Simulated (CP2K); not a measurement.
Band structure of SrPdO3 (Pm-3m, 5 atoms in the cell).

```
CELL_PARAMETERS angstrom
      4.12591     0.00000     0.00000
      0.00000     4.12591     0.00000
      0.00000     0.00000     4.12591
ATOMIC_POSITIONS crystal
  Sr 0.00000 0.00000 0.00000
  Pd 0.50000 0.50000 0.50000
  O  0.50000 0.50000 0.00000
  O  0.00000 0.50000 0.50000
  O  0.50000 0.00000 0.50000
```

Method: CP2K with PBEsol, GPW, DZVP-MOLOPT-SR-GTH basis, GTH-PBE potentials (GTH_POTENTIALS).

Settings: CUTOFF = 500 Ry; REL_CUTOFF = 50 Ry; SMEAR/METHOD = GAUSSIAN; SIGMA = 0.1 eV; KPOINTS/SCHEME = MONKHORST-PACK 6 6 6; GAMMA_CENTERED = T; XC_FUNCTIONAL = PBE:PBESOL; Sr/BASIS_SET = DZVP-MOLOPT-SR-GTH-q10; Sr/POTENTIAL = GTH-PBE-q10; Pd/BASIS_SET = DZVP-MOLOPT-SR-GTH-q18; Pd/POTENTIAL = GTH-PBE-q18; O/BASIS_SET = DZVP-MOLOPT-SR-GTH-q6; O/POTENTIAL = GTH-PBE-q6; METHOD = GPW.

The starting cell comes from a database of computed structures (which also holds hypothetical and non-ambient phases and stackings), without a prior relaxation at this level. Its lattice was rescaled by a random factor within 2.5 % of one. Spin polarisation is off. Values carry the incompleteness of an atom-centred basis. The potentials were made for another functional than the one used.

Levels in eV from the Fermi level, bands 20 to 25:
| point | 20 | 21 | 22 | 23 | 24 | 25 |
|---|---|---|---|---|---|---|
| Γ | -1.11 | -1.11 | -1.11 | -0.87 | -0.87 | -0.87 |
| X | -1.50 | -1.15 | -1.15 | 0.12 | 0.12 | 1.47 |
| M | -0.30 | -0.18 | -0.12 | -0.05 | -0.05 | 3.90 |
| R | -0.22 | 0.14 | 0.14 | 0.14 | 3.90 | 3.90 |

Bands cross the Fermi level along this path, so the cell is metallic at this level.

Higher empty bands are left out: an atom-centred basis made for the valence describes them poorly.
